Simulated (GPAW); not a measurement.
GPAW 25.7.0, DFT, PBE, plane waves, PAW datasets of gpaw-data 1.0.1: TlCl (from the phase in space group 221, mp-23167), 2 atoms. Basis and mesh were picked for this test and aren't claimed converged.

- cell: 3.84, 3.84, 3.84 Å; 90, 90, 90°
- task: scf
- mode.name: pw
- mode.ecut: 350 eV
- xc: PBE
- k mesh: 6×6×6
- kpts.gamma: true
- occupations.name: fermi-dirac
- occupations.width: 0.02 eV
- convergence.density (electrons an electron): 1e-05
- maxiter: 150
- parallel.kpt: 2
- parallel.band: 1
- parallel.domain: 1
- parallel.sl_auto: false
- parallel.augment_grids: true
- eigensolver.name: dav (default)
- eigensolver.niter: 2 (default)
- mixer.method: separate (default)
- convergence.eigenstates (eV² an electron): 4e-08 (default)
- convergence.energy (eV an electron): 0.0005 (default)
- k-points after symmetry: 20
- bands: 13
- electrons: 20
- plane waves: 852
- coarse grid: 18*18*18
- symmetry operations: 48

One run each.

All on 2 ranks. Base settings, kept where nothing else is said: mixer.beta = 0.05 (default), mixer.nmaxold = 5 (default), mixer.weight = 50 (default), mixer.backend = pulay (default). The settings tried:
- mixer.beta = 0.1, mixer.nmaxold = 3, mixer.weight = 1
- mixer.beta = 0.4, mixer.nmaxold = 8, mixer.weight = 1
- mixer.beta = 0.2, mixer.backend = broyden
- mixer.beta = 0.4, mixer.nmaxold = 8, mixer.backend = broyden
- mixer.beta = 0.1, mixer.nmaxold = 10
- mixer.beta = 0.2
- mixer.beta = 0.2, mixer.nmaxold = 8, mixer.weight = 10
- the base settings
- mixer.beta = 0.2, mixer.backend = fft
- mixer.beta = 0.1, mixer.nmaxold = 1
- mixer.backend = broyden
- mixer.nmaxold = 16, mixer.weight = 100
- mixer.beta = 0.02, mixer.weight = 100
- mixer.beta = 0.3, mixer.nmaxold = 3, mixer.weight = 1

Task: Predict which of these converge in the fewest SCF iterations.

Result: Fewest SCF iterations, with those close behind: mixer.beta = 0.4, mixer.nmaxold = 8, mixer.weight = 1 (10); mixer.beta = 0.4, mixer.nmaxold = 8, mixer.backend = broyden (11); mixer.beta = 0.2 (12); mixer.beta = 0.3, mixer.nmaxold = 3, mixer.weight = 1 (12); mixer.beta = 0.2, mixer.backend = fft (12). Most among those that reach the base run's result: mixer.beta = 0.1, mixer.nmaxold = 1 (81). All converged.

```json
[
 {"setting": "mixer.beta = 0.4, mixer.nmaxold = 8, mixer.weight = 1", "SCF iterations": "10", "end": "converged"},
 {"setting": "mixer.beta = 0.4, mixer.nmaxold = 8, mixer.backend = broyden", "SCF iterations": "11", "end": "converged"},
 {"setting": "mixer.beta = 0.2", "SCF iterations": "12", "end": "converged"},
 {"setting": "mixer.beta = 0.3, mixer.nmaxold = 3, mixer.weight = 1", "SCF iterations": "12", "end": "converged"},
 {"setting": "mixer.beta = 0.2, mixer.backend = fft", "SCF iterations": "12", "end": "converged"},
 {"setting": "mixer.nmaxold = 16, mixer.weight = 100", "SCF iterations": "15", "end": "converged"},
 {"setting": "mixer.beta = 0.2, mixer.backend = broyden", "SCF iterations": "15", "end": "converged"},
 {"setting": "mixer.beta = 0.2, mixer.nmaxold = 8, mixer.weight = 10", "SCF iterations": "17", "end": "converged"},
 {"setting": "the base settings", "SCF iterations": "19", "end": "converged"},
 {"setting": "mixer.beta = 0.1, mixer.nmaxold = 10", "SCF iterations": "19", "end": "converged"},
 {"setting": "mixer.beta = 0.1, mixer.nmaxold = 3, mixer.weight = 1", "SCF iterations": "20", "end": "converged"},
 {"setting": "mixer.backend = broyden", "SCF iterations": "31", "end": "converged"},
 {"setting": "mixer.beta = 0.02, mixer.weight = 100", "SCF iterations": "46", "end": "converged"},
 {"setting": "mixer.beta = 0.1, mixer.nmaxold = 1", "SCF iterations": "81", "end": "converged"}
]
```
